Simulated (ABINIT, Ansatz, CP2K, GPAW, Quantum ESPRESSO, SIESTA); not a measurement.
**One structure in several programs: HgTe (F-43m, 2 atoms in the cell)**

Self-consistent single point.

```yaml
crystal:
  lattice:
    - [0.00000, 3.28846, 3.28846]
    - [3.28846, 0.00000, 3.28846]
    - [3.28846, 3.28846, 0.00000]
  atoms:
    - { symbol: Hg, position: [0.00000, 0.00000, 0.00000] }
    - { symbol: Te, position: [0.25000, 0.25000, 0.25000] }
```

Shared settings, as Ansatz (a program for electronic structure) writes them: kpoints.mp_grid.grid = 9 9 9; scf.occupations.method = fermi_dirac; scf.occupations.width = 0.05 eV. Potentials and cutoffs stand in the table.

| code | model | pressure (GPa) | cutoff |
|---|---|---|---|
| Quantum ESPRESSO | LDA (PZ), PSlibrary PAW (LDA) pseudopotentials | -2.61 | 50 Ry |
| GPAW | LDA (Perdew-Wang 92), GPAW PAW datasets LDA (gpaw-data 1.0.1) | -2.72 | 550 eV |
| Ansatz | LDA (PW92), default PAW files made with PBE | -2.65 | default |
| ABINIT | LDA (PW92), norm-conserving pseudopotentials (PseudoDojo nc-sr-04 LDA standard) | -2.71 | 82 Ry |
| CP2K | LDA (Pade form), GPW, DZVP-MOLOPT-SR-GTH basis, GTH-PADE potentials (GTH_POTENTIALS) | -1.93 | grid 500 Ry |
| SIESTA | LDA PW92, numerical atomic orbitals DZP, PseudoDojo LDA standard norm-conserving potentials (rewritten from UPF to PSML) | -6.37 | grid 300 Ry |

On Ansatz's run: spin-orbit coupling is off.

The spread over the programs that give each value: pressure within 4.44 GPa.

CP2K and SIESTA use small atom-centred bases, whose incompleteness enters pressures, forces and empty levels differently from a plane-wave cutoff. Ansatz's pressure is given at a fixed set of plane waves, as the other plane-wave codes print theirs; with its correction for the finite basis it is -2.62 GPa. The same LDA comes in different parametrisations, which differ slightly. In the pressure, SIESTA (by 3.69) lies more than 1 GPa from the median of the plane-wave programs.

The starting cell has typed, rounded lattice constants, without a prior relaxation at this level. Its lattice was rescaled by a random factor within 2.5 % of one.

Left out of this page: Elk and FLEUR (not drawn, or without a comparable value).

Keys are those of Ansatz 0.2.
